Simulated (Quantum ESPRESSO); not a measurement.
Input and output of a self-consistent single point for LaHfMg₆ (Amm2, 8 atoms in the cell) (Quantum ESPRESSO).

Level of theory: PBEsol, GBRV 1.5 ultrasoft (PBESOL) pseudopotentials (plane waves; Quantum ESPRESSO).

```
LaHfMg6
1.0
    5.32158     0.00000     0.00000
    0.00000     3.36105     5.82486
    0.00000    -3.36105     5.82486
La Mg Hf
1 6 1
Direct
  0.50000   0.16473   0.16473
  0.50000   0.66589   0.16803
  0.50000   0.16803   0.66589
  0.00000   0.82138   0.34670
  0.00000   0.34670   0.82138
  0.00000   0.34065   0.34065
  0.00000   0.83061   0.83061
  0.50000   0.66202   0.66202
```

Reference input (self-consistent single point, DFT, PBEsol, plane waves, GBRV 1.5 ultrasoft (PBESOL) pseudopotentials): ecutwfc = 40 Ry; ecutrho = 320 Ry; occupations = smearing; smearing = gauss; degauss = 0.0036749 Ry; potentials = {La: la_pbesol_v1.uspp.F.UPF, Mg: mg_pbesol_v1.4.uspp.F.UPF, Hf: hf_pbesol_v1.uspp.F.UPF}; K_POINTS = automatic 4 3 3 0 0 0; conv_thr = 1e-10 Ry. This run's input differs from it in these lines:

```diff
@@ -35,3 +35,3 @@
 K_POINTS {automatic}
-4 3 3  0 0 0
+5 5 5  0 0 0
 CELL_PARAMETERS {angstrom}
```

Output (repeated stretches shortened):

```
     Self-consistent Calculation

     iteration #  1     ecut=    40.00 Ry     beta= 0.70

     negative rho (up, down):  1.614E-01 0.000E+00

     total energy              =   -1008.48398124 Ry
     estimated scf accuracy    <       5.85055367 Ry

     iteration #  2     ecut=    40.00 Ry     beta= 0.70

     negative rho (up, down):  1.639E-01 0.000E+00

     total energy              =   -1010.05565517 Ry
     estimated scf accuracy    <      11.17386598 Ry

     iteration #  3     ecut=    40.00 Ry     beta= 0.70

     negative rho (up, down):  1.652E-01 0.000E+00

     total energy              =   -1011.03217410 Ry
     estimated scf accuracy    <       0.68729826 Ry

   [... 11 blocks of this kind left out ...]

     iteration # 15     ecut=    40.00 Ry     beta= 0.70

     negative rho (up, down):  1.689E-01 0.000E+00

     total energy              =   -1011.33273898 Ry
     estimated scf accuracy    <          3.2E-10 Ry

     iteration # 16     ecut=    40.00 Ry     beta= 0.70

     negative rho (up, down):  1.689E-01 0.000E+00
     End of self-consistent calculation

     the Fermi energy is     6.8655 ev

!    total energy              =   -1011.33273898 Ry
     estimated scf accuracy    <          5.5E-11 Ry
     smearing contrib. (-TS)   =      -0.00093907 Ry
     internal energy E=F+TS    =   -1011.33179990 Ry

     convergence has been achieved in  16 iterations

     negative rho (up, down):  1.689E-01 0.000E+00

     Forces acting on atoms (cartesian axes, Ry/au):

     atom    1 type  1   force =     0.00000000    0.00000000   -0.00053065
     atom    2 type  2   force =     0.00000000   -0.00048064   -0.00004170
     atom    3 type  2   force =     0.00000000    0.00048064   -0.00004170
     atom    4 type  2   force =     0.00000000   -0.00232970    0.00280582
     atom    5 type  2   force =     0.00000000    0.00232970    0.00280582
   [... lines left out ...]
     Total force =     0.007355     Total SCF correction =     0.000023
   [... lines left out ...]

     negative rho (up, down):  1.689E-01 0.000E+00
          total   stress  (Ry/bohr**3)                   (kbar)     P=      -28.36
  -0.00019745   0.00000000   0.00000000          -29.05        0.00        0.00
   0.00000000  -0.00018474  -0.00000000            0.00      -27.18       -0.00
   0.00000000   0.00000000  -0.00019613            0.00        0.00      -28.85

   JOB DONE.
```

The run converged in 16 iterations. Against the reference run the free energy drops by 6.5 meV/atom, the pressure moves little (-2.88 to -2.84 GPa) and the largest force hardly changes (0.105 to 0.103 eV/Å). The full log also holds: “c_bands:  1 eigenvalues not converged”.

The starting cell comes from a database of computed structures (which also holds hypothetical and non-ambient phases and stackings), without a prior relaxation at this level. Its lattice was rescaled by a random factor within 2.5 % of one. Spin-orbit coupling is off.

Cost on one core of a shared machine: roughly 6 min.
